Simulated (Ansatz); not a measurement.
Input and output of a self-consistent single point for Hf2AsN (P6_3/mmc, 8 atoms in the cell) (Ansatz, a program for electronic structure).

Method: PBE (plane waves, PAW; Ansatz).

```yaml
crystal:
  lattice:
    - [3.13791, 0.00000, 0.00000]
    - [-1.56895, 2.71751, 0.00000]
    - [0.00000, 0.00000, 14.06573]
  atoms:
    - { symbol: As, position: [0.33333, 0.66667, 0.75000] }
    - { symbol: As, position: [0.66667, 0.33333, 0.25000] }
    - { symbol: Hf, position: [0.33333, 0.66667, 0.08600] }
    - { symbol: Hf, position: [0.66667, 0.33333, 0.58600] }
    - { symbol: Hf, position: [0.66667, 0.33333, 0.91400] }
    - { symbol: Hf, position: [0.33333, 0.66667, 0.41400] }
    - { symbol: N, position: [0.00000, 0.00000, 0.00000] }
    - { symbol: N, position: [0.00000, 0.00000, 0.50000] }
```

Reference input (self-consistent single point, DFT, PBE, plane waves, default PAW files): basis.ecutwfc = 420 eV; kpoints.mp_grid.grid = 8 8 2; hamiltonian.xc = pbe; hamiltonian.pseudopotentials = {kind: paw} (the program's default PAW files); scf.occupations.method = cold; scf.occupations.width = 0.05 eV. This run's input differs from it in these lines:

Ansatz 0.2 input:
```diff
@@ -18,3 +18,3 @@
 kpoints:
-  mp_grid: { grid: [8, 8, 2] }
+  mp_grid: { grid: [12, 12, 3] }
 hamiltonian:
```

Output, abridged:

```
SCF iter   1: F=—  HF=-73373.408304 eV  |F-HF|=—  |Δ(HF+E_count)|=         —  Δρ=6.86e-3  dr2=3.26e-1  ethr=1.77e-3  ⟨swp⟩=5.2  Hψ=10113  notcnv=0  defer=71
all-band conjugate gradients solve this SCF's bands
preconditioner: auto → Kerker (q_TF=auto, 2.813 Å⁻¹)
SCF iter   2: F=—  HF=-73373.381653 eV  |F-HF|=—  |Δ(HF+E_count)|=   2.67e-2  S|Δr|=    0.00e0  Δρ=3.94e-3  dr2=1.32e-1  ethr=2.26e-4  ⟨swp⟩=2.0  Hψ=4007  notcnv=0  defer=235
   [... lines left out ...]
SCF iter   6: F=—  HF=-73373.361210 eV  |F-HF|=—  |Δ(HF+E_count)|=   3.33e-5  S|Δr|=    0.00e0  Δρ=8.74e-5  dr2=1.03e-5  ethr=4.94e-8  ⟨swp⟩=2.0  Hψ=5797  notcnv=0  defer=279
SCF iter   7: F=—  HF=-73373.361202 eV  |F-HF|=—  |Δ(HF+E_count)|=   7.96e-6  S|Δr|=    0.00e0  Δρ=4.01e-5  dr2=1.54e-6  ethr=7.14e-9  ⟨swp⟩=2.0  Hψ=5711  notcnv=0  defer=279
SCF iter   8: F=-73373.361203 eV  HF=-73373.361203 eV  |F-HF|=9.84e-8  |Δ(HF+E_count)|=   1.51e-7  S|Δr|=    0.00e0  Δρ=5.83e-6  dr2=4.03e-8  ethr=6.94e-11  ⟨swp⟩=8.8  Hψ=17089  notcnv=0
SCF 1 converged in 8 iterations: F = -73373.361203 eV  dr2 = 4.03e-8
Stability not checked (fill_not_monotonic)
Free energy (F): -73373.361203 eV
Internal energy: -73373.359570 eV  (E = F + TS)
E sigma→0 (E₀):  -73373.360658 eV
Entropy (-TS):   -0.001633 eV (-0.204 meV/atom)
Fermi energy:    21.054895 eV
--- Forces (eV/Å), atoms counted from 1 ---
  atom   1  As     0.00000000     0.00000000    -0.00000000
  atom   2  As    -0.00000000    -0.00000000     0.00000000
  atom   3  Hf     0.00000000     0.00000000     2.63698362
  atom   4  Hf    -0.00000000    -0.00000000     2.63698362
   [... lines left out ...]
  atom   8  N     -0.00000000    -0.00000000     0.00000000
--- Stress (GPa, compression-positive) ---
       16.267563      -0.000000       0.000000
        0.000000      16.267563       0.000000
        0.000000       0.000000      -3.223595
  P = ⅓ Tr σ = 9.7705 GPa (97.705 kbar)
  The stress holds the Pulay correction. Without it, at fixed plane waves, as pw.x and ABINIT print it: P = 9.5402 GPa
```

The run converged in 8 iterations. Against the reference run the free energy rises by 1.1 meV/atom, the pressure moves little (9.72 to 9.77 GPa) and the largest force goes from 2.739 to 2.637 eV/Å.

The starting cell was generated: these elements placed on a structure prototype, without a prior relaxation; it need not be a known phase or ordering of this composition. Its lattice was rescaled by a random factor within 2.5 % of one. With a pressure of about 10 GPa the cell is away from its equilibrium volume at this level. Forces in this geometry exceed 1 eV/Å. Ansatz's pressure includes its estimate of the finite-basis (Pulay) stress.
